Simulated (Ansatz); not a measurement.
## Input and output of a self-consistent single point for a sheet of SnC (2 atoms in the cell) (Ansatz)

Method: revPBE, default PAW files made with PBE (plane waves; Ansatz, a first-principles code).

This input was run:

Ansatz 0.2 input:
```yaml
crystal:
  lattice:
    - [3.76685400, 0.00000000, 0.00000000]
    - [-1.88342700, 3.26219200, 0.00000000]
    - [0.00000000, 0.00000000, 14.00000000]
  atoms:
    - { symbol: Sn, position: [0.66666700, 0.33333300, 0.50000000] }
    - { symbol: C, position: [0.33333300, 0.66666700, 0.50000000] }
kpoints:
  mp_grid: { grid: [8, 8, 1] }
hamiltonian:
  xc: revpbe
  pseudopotentials: { kind: paw }
scf:
  occupations: { method: fermi_dirac, width: 0.1 eV }
output:
  forces: true
  eigenvalues: true
  stress: true
```

The program printed (abridged):

```
WARN the atoms were moved onto the symmetric positions of the space group found under crystal.symmetry.tolerance 1.0e-5 (fractional …
WARN basis.ecutwfc = 420 eV, the default
WARN ansatz: RAYON_NUM_THREADS=1 ignored (pool sized by the plan → 1); use --threads N
Pseudopotentials: kind: paw
Pseudopotential: Sn, paw, valence charge 14
Pseudopotential: C, paw, valence charge 4
Crystal: 2 atoms, lattice volume = 172.035 Å³
Basis set: ecut = 420 eV, 3383 PW (Γ), exchange–correlation on 54×54×192 points (8 copies of the dense FFT grid, shifted against one another)
Bands: 13, of which v1, the nominal top of the filled ones, is band 9 counted from 1 (8 counted from 0)
Symmetry: 12 space group operations
Space group: P-6m2 (ITA 187), of the structure as read, at distance tolerance 5.6e-5 Å
k-points: 10 of 64 (time reversal used)
PAW frozen core: Sn, regenerated for the run's functional, and the local potential with it
PAW frozen core: C, regenerated for the run's functional, and the local potential with it
Initial density: superposition of atomic densities (neutral atoms: chi_scale 0, normalization atom), corrected by the library's trained network
Initial wavefunctions: pseudopotential atomic-orbital guess
Eigensolver: davidson
Functional: x = revpbe(κ = 1.245, μ = 0.2195149727645171), c = pbe(β = 0.06672455060314922)
SCF iter   1: F=—  HF=-6279.487988 eV  |F-HF|=—  |Δ(HF+E_count)|=         —  Δρ=3.19e-3  dr2=2.43e-2  ethr=1.77e-3  ⟨swp⟩=6.0  Hψ=846  notcnv=0
all-band conjugate gradients solve this SCF's bands
preconditioner: auto → LDOS
SCF iter   2: F=—  HF=-6279.496871 eV  |F-HF|=—  |Δ(HF+E_count)|=   8.88e-3  Δρ=3.72e-3  dr2=3.95e-2  ethr=1.35e-4  ⟨swp⟩=2.7  Hψ=354  notcnv=0
SCF iter   3: F=—  HF=-6279.488567 eV  |F-HF|=—  |Δ(HF+E_count)|=   8.30e-3  Δρ=4.17e-4  dr2=3.86e-4  ethr=1.35e-4  ⟨swp⟩=2.7  Hψ=247  notcnv=0
SCF iter   4: F=—  HF=-6279.488548 eV  |F-HF|=—  |Δ(HF+E_count)|=   1.89e-5  Δρ=7.69e-5  dr2=8.92e-6  ethr=2.14e-6  ⟨swp⟩=2.0  Hψ=165  notcnv=0
SCF iter   5: F=—  HF=-6279.488564 eV  |F-HF|=—  |Δ(HF+E_count)|=   1.64e-5  Δρ=2.74e-5  dr2=1.00e-6  ethr=4.95e-8  ⟨swp⟩=2.0  Hψ=221  notcnv=0
SCF iter   6: F=-6279.488564 eV  HF=-6279.488564 eV  |F-HF|=1.19e-7  |Δ(HF+E_count)|=   2.80e-8  Δρ=4.63e-6  dr2=3.51e-8  ethr=5.56e-10  ⟨swp⟩=6.7  Hψ=799  notcnv=0
SCF 1 converged in 6 iterations: F = -6279.488564 eV  dr2 = 3.51e-8
SCF converged after 6 iterations
Free energy (F): -6279.488564 eV
Harris-Foulkes:  -6279.488564 eV  (|F-HF|=1.19e-7)
Internal energy: -6279.478788 eV  (E = F + TS)
E sigma→0 (E₀):  -6279.483676 eV
Entropy (-TS):   -0.009776 eV (-4.888 meV/atom)
Fermi energy:    -1.509464 eV
--- Per-component energies (eV) ---
  E_band       = -281.014505
  E_kinetic    = 267.386842
  E_local      = -5203.150762  (includes V_loc(G=0)·N_el)
  E_nonlocal   = -5.777283
  E_hartree    = 2588.264277
  E_xc         = -426.749010
  E_vxc        = -149.455085  (∫ρ·V_xc dr)
  E_paw        = -4245.138220  (= ΣΔE_a)
  E_vpaw       = -366.554192  (= ΣTr[D̂ρ^β])
  E_aug_tail   = 0.000005  (compensation charges beyond the density's cutoff)
  E_ewald      = 745.678013
  E_core_change = 0.007350  (= ΣΔE_core)
  E_smearing   = -0.009776  (= −TS)
  E_closure    = 0.000000  (closes the sum)
  Σ components = -6279.488564   (vs F -6279.488564, Δ=0.00e0)
--- Forces (eV/Å), atoms counted from 1 ---
  atom   1  Sn     0.00000000    -0.00000000     0.00000000
  atom   2  C     -0.00000000     0.00000000    -0.00000000
  max |Σ_I F_I| component: 2.22e-16 eV/Å
--- Stress (GPa, compression-positive) ---
       -3.244169      -0.000000      -0.000000
       -0.000000      -3.244169      -0.000000
       -0.000000      -0.000000       0.000661
  P = ⅓ Tr σ = -2.1626 GPa (-21.626 kbar)
  The stress holds the Pulay correction. Without it, at fixed plane waves, as pw.x and ABINIT print it: P = -2.2004 GPa
--- Band table (eV; the first three rows and the last of 10) ---
  k-point 0: bands = ["-23.0472", "-22.8687", "-22.8687", "-22.8509", "-22.8509", "-13.4145", "-4.1522", "-2.5276", "-2.5276", "-1.7079", "2.1388", "2.3491", "3.6736"]
  k-point 1: bands = ["-23.0393", "-22.8726", "-22.8695", "-22.8526", "-22.8389", "-13.2387", "-4.0871", "-3.9559", "-2.8212", "-0.4939", "2.3767", "2.3768", "3.7766"]
  k-point 2: bands = ["-23.0216", "-22.8822", "-22.8715", "-22.8557", "-22.8100", "-12.7265", "-6.0389", "-3.4165", "-3.3946", "0.3308", "2.0389", "2.8660", "3.8945"]
  k-point 9: bands = ["-22.9839", "-22.8916", "-22.8817", "-22.8502", "-22.7798", "-11.1385", "-8.5830", "-5.6023", "-1.6923", "0.2804", "2.4571", "4.8116", "4.8566"]
```

The run converged in 6 iterations.

The starting cell was generated: these elements placed on a structure prototype, without a prior relaxation; it need not be a known phase or ordering of this composition.
